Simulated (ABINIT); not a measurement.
A self-consistent single point of HfO₂ (P4_2/nmc, 6 atoms in the cell) with ABINIT.

Method of the run: PBE, norm-conserving pseudopotentials (PseudoDojo nc-sr-05 PBE standard) (plane waves; ABINIT 10.0.3).

The change in words: lattice scaled by 0.98. Reference geometry:
```
CELL_PARAMETERS angstrom
      3.52493     0.00000     0.00000
      0.00000     3.52493     0.00000
      0.00000     0.00000     5.12376
ATOMIC_POSITIONS crystal
  Hf 0.50000 0.50000 0.50000
  Hf 0.00000 0.00000 0.00000
  O  0.00000 0.50000 0.69721
  O  0.00000 0.50000 0.19721
  O  0.50000 0.00000 0.80279
  O  0.50000 0.00000 0.30279
```

Reference input (self-consistent single point, DFT, PBE, plane waves, norm-conserving pseudopotentials (PseudoDojo nc-sr-05 PBE standard)): pseudos = [Hf.upf, O.upf]; ecut = 42 Ha; occopt = 3; tsmear = 0.01 eV; ngkpt = 8 8 5; nshiftk = 1; shiftk = 0 0 0; potentials = PseudoDojo nc-sr-05 PBE standard; nband = 31; kptopt = 1; nstep = 80; toldfe = 1e-09 Ha. This run's input differs from it in these lines:

```diff
@@ -5,5 +5,5 @@
 rprim
-         6.6611523085    0.0000000000    0.0000000000
-         0.0000000000    6.6611523085    0.0000000000
-         0.0000000000    0.0000000000    9.6825069078
+         6.5279285064    0.0000000000    0.0000000000
+         0.0000000000    6.5279285064    0.0000000000
+         0.0000000000    0.0000000000    9.4888572231
 natom 6
@@ -13,8 +13,8 @@
 xcart
-         3.3305761542    3.3305761542    4.8412534539
+         3.2639642532    3.2639642532    4.7444286116
          0.0000000000    0.0000000000    0.0000000000
-         0.0000000000    3.3305761542    6.7507406412
-         0.0000000000    3.3305761542    1.9094871873
-         3.3305761542    0.0000000000    7.7730197205
-         3.3305761542    0.0000000000    2.9317662666
+         0.0000000000    3.2639642532    6.6157261445
+         0.0000000000    3.2639642532    1.8712975330
+         3.2639642532    0.0000000000    7.6175596902
+         3.2639642532    0.0000000000    2.8731310786
 ecut 42 Ha
```

Output (repeated stretches shortened):

```
--- !BeginCycle
solver: {iscf: 7, nstep: 80, nline: 4, wfoptalg: 0, }
tolerances: {toldfe: 1.00E-09, }
...

     iter   Etot(hartree)      deltaE(h)  residm     vres2
 ETOT  1  -178.79835263785    -1.788E+02 1.328E-01 1.769E+03
 ETOT  2  -178.52491188263     2.734E-01 3.996E-02 2.699E+03
 ETOT  3  -179.38476527446    -8.599E-01 1.131E-02 2.246E+01
 ETOT  4  -179.39069445029    -5.929E-03 4.864E-03 1.964E+00
 ETOT  5  -179.39107113528    -3.767E-04 1.747E-03 8.965E-02
 ETOT  6  -179.39110084379    -2.971E-05 5.080E-03 1.611E-03
 ETOT  7  -179.39110129099    -4.472E-07 1.035E-03 9.752E-05
 ETOT  8  -179.39110131051    -1.951E-08 2.526E-03 1.597E-06
 ETOT  9  -179.39110131079    -2.786E-10 3.348E-04 2.480E-07
 ETOT 10  -179.39110131085    -6.136E-11 7.532E-04 1.053E-09
 At SCF step   10, etot is converged :
  for the second time, diff in etot=  6.136E-11 < toldfe=  1.000E-09

 Cartesian components of stress tensor (hartree/bohr^3)
  sigma(1 1)= -1.26937009E-03  sigma(3 2)=  0.00000000E+00
  sigma(2 2)= -1.26937009E-03  sigma(3 1)=  0.00000000E+00
  sigma(3 3)= -1.12955786E-03  sigma(2 1)=  0.00000000E+00

 ----iterations are completed or convergence reached----

 reduced coordinates (array xred) for    6 atoms
       0.500000000000      0.500000000000      0.500000000003
      -0.000000000000     -0.000000000000      0.000000000003
      -0.000000000000      0.500000000000      0.697210000001
      -0.000000000000      0.500000000000      0.197210000001
       0.500000000000     -0.000000000000      0.802790000004
       0.500000000000     -0.000000000000      0.302790000004
   [... lines left out ...]
 Fermi (or HOMO) energy (hartree) =   0.38240   Average Vxc (hartree)=  -0.46414
 Fermi (or HOMO) energy (eV) =  10.40577   Average Vxc (eV)= -12.62976
   [... lines left out ...]
total_energy        : -1.79391101310846E+02
total_energy_eV     : -4.88148011883759E+03
band_energy         : -1.36719016957885E+01
...

-Cartesian components of stress tensor (GPa)         [Pressure=  3.5975E+01 GPa]
- sigma(1 1)= -3.73461512E+01  sigma(3 2)=  0.00000000E+00
- sigma(2 2)= -3.73461512E+01  sigma(3 1)=  0.00000000E+00
- sigma(3 3)= -3.32327339E+01  sigma(2 1)=  0.00000000E+00

 Calculation completed.
```

The run converged in 10 iterations. Against the reference run the free energy goes up by 98.1 meV/atom, the pressure goes from 15.33 to 35.98 GPa, the largest force goes from 0.223 to 0.609 eV/Å and the gap on the mesh goes from 4.924 to 5.098 eV.

The starting cell comes from a database of computed structures (which also holds hypothetical and non-ambient phases and stackings), without a prior relaxation at this level. Its lattice was rescaled by a random factor within 2.5 % of one. For this run, on top of that: lattice scaled by 0.98. Spin-orbit coupling is off. With a pressure of about 36 GPa the cell is away from its equilibrium volume at this level.

Cost on one core of a shared machine: roughly 8 min.
